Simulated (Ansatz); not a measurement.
## ZnS, response to strain

Take ZnS in the wurtzite structure (space group P6_3mc, No. 186) as the base.

```xyz
4
Lattice="3.7383 0.0000 0.0000 -1.8691 3.2374 0.0000 0.0000 0.0000 6.1429" Properties=species:S:1:pos:R:3 pbc="T T T"
Zn     0.0000     2.1583     0.0036
Zn     1.8691     1.0791     3.0751
S      0.0000     2.1583     2.2999
S      1.8691     1.0791     5.3714
```

Strains are applied to the cell and any free atomic positions relax.

Calculations: LDA (Ansatz, a quantum-chemistry and plane-wave program), no SOC.

Notes on the quantities. pressure: mean of the normal stresses, compression positive; energy relative to the base: free energy F.

```csv
case,pressure,band gap,volume per atom,energy relative to the base,width of the top valence band
base,0.00 GPa,2.19 eV,18.59 Å³,0 meV/atom,2.37 eV
isotropic strain +0.60 %,-1.49 GPa,2.11 eV,18.92 Å³,+1.6 meV/atom,2.30 eV
isotropic strain +1.20 %,-2.85 GPa,2.03 eV,19.26 Å³,+6.2 meV/atom,2.24 eV
isotropic strain +1.80 %,[?],[?],19.61 Å³,[?],[?]
isotropic strain +2.40 %,-5.23 GPa,1.87 eV,19.96 Å³,+24 meV/atom,2.12 eV
isotropic strain +3.00 %,-6.27 GPa,1.79 eV,20.31 Å³,+37 meV/atom,2.07 eV
```

Question: What belongs in the blanks?

Answer: 
- isotropic strain +1.80 %, pressure: -4.09 GPa
- isotropic strain +1.80 %, band gap: 1.95 eV
- isotropic strain +1.80 %, energy relative to the base: +14 meV/atom
- isotropic strain +1.80 %, width of the top valence band: 2.18 eV

Whether these cells are dynamically stable was not tested.
